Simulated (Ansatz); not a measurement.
**BN: 4 layers**

Consider BN in the zinc blende structure (space group F-43m, No. 216; a = 3.6051 Å). Axes: x, y, z lie along the cube axes.

It is then changed as follows: a free-standing slab of 4 layers (8 atoms, 2 a layer) is cut normal to [110], with 15 Å of vacuum and the in-plane cell held at bulk.

The values are results of plane-wave PAW DFT at the PBEsol level (Ansatz, a quantum-chemistry and plane-wave program, 420 eV), without spin-orbit coupling, earlier PAW set, not measurements. Γ-centred 13×9×1 mesh, Fermi–Dirac width 0.05 eV, for the changed cell.

```tsv
quantity	base	changed	shift
layer's space group (with vacuum)	–	Pmn2_1 (No. 31)	–
band gap	4.29 eV	2.45 eV	-1.84 eV
gap character	–	indirect, Γ → k = (0.462, 0, 0) in the run's primitive reciprocal basis	–
valence-band top at Γ (three highest levels, from the VBM)	0.00, 0.00, 0.00 eV	0.00, -1.13, -1.44 eV	–
excess energy per area of both faces (slab less bulk energy over the cell's area: twice a surface energy)	–	6.11 J/m²	–
thickness between the outermost nuclei	–	3.80 Å	–
change of the spacing d12 from its bulk value of 1.275 Å	–	-14.9 %	–
change of the spacing d23 from its bulk value of 1.275 Å	–	+10.8 %	–
```

The excess energy carries the mismatch between the slab's and the bulk's meshes. Whether these cells are dynamically stable was not tested. Labels are those of the standard path for the cell's own space group.
